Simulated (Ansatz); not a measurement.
Take TiAl (space group P4/mmm, No. 123; a = 2.7662 Å, c = 4.0021 Å; relaxed with 0.1 eV smearing) as the base. Axes: x, y, z lie along a, b, c of the conventional cell.

Computed with LDA (Ansatz, a first-principles code, PAW, no spin-orbit coupling).

Modification: the cell is compressed by 3.00 % along z with no lateral relaxation, atoms relaxed at fixed cell.

### Question
Predict the stress tensor and what it implies for the stiffness.

### Answer
Stress of the strained cell less that of the base (GPa, compression positive):
```
    3.3     0.0     0.0
    0.0     3.3     0.0
    0.0     0.0     5.4
```

Then −Δσ_ii/ε with ε = -0.0300 gives secant stiffness values (nonlinear terms included at this strain): C33 ≈ 181 GPa, C13 ≈ 111 GPa and C23 ≈ 111 GPa.

As a check, the harmonic strain energy −½ V₀ Δσ:ε is 7.8 meV/atom; the computed energy rise is 7.8 meV/atom.

Whether these cells are dynamically stable was not tested. All final runs are without spin polarisation.
